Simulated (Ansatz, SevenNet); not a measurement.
For CsCl-type CoAl, the machine-learned potential SevenNet-l3i5 (trained on PBE and PBE+U data) gives:

```
Item                                     Value
------------------------------  --------------
equilibrium lattice constant a         2.854 Å
enthalpy of formation           -0.650 eV/atom
```

What does r²SCAN-D4 (Ansatz, a program for electronic structure, PAW) give for the same quantities?


- lattice constant a: 2.815 Å (drops by 1.4 %)
- formation enthalpy: -0.558 eV/atom (moves by +0.092 eV/atom)

For comparison: lattice constant a 2.861 Å (measured, room temperature, no zero-point or thermal correction; as tabulated in Yamada et al. (2019), arXiv:1910.09660); formation enthalpy -0.537 ± 0.01 eV/atom (measured, 298 K, copied from a table, unchecked, no zero-point or thermal correction; as tabulated in Wang et al. (2021), doi:10.1038/s41598-021-94550-5).

Changes are worked out from the printed values.

Unless a cell is named, each level is at its own relaxed cell (SevenNet-l3i5 11.63, r²SCAN-D4 11.15 Å³/atom).

The crystal itself was run without spin with r²SCAN-D4; a magnetic state was not tried in these runs.

Ansatz's density-functional and Hartree–Fock values are scalar-relativistic unless marked +SOC, with PAW data made under PBE.
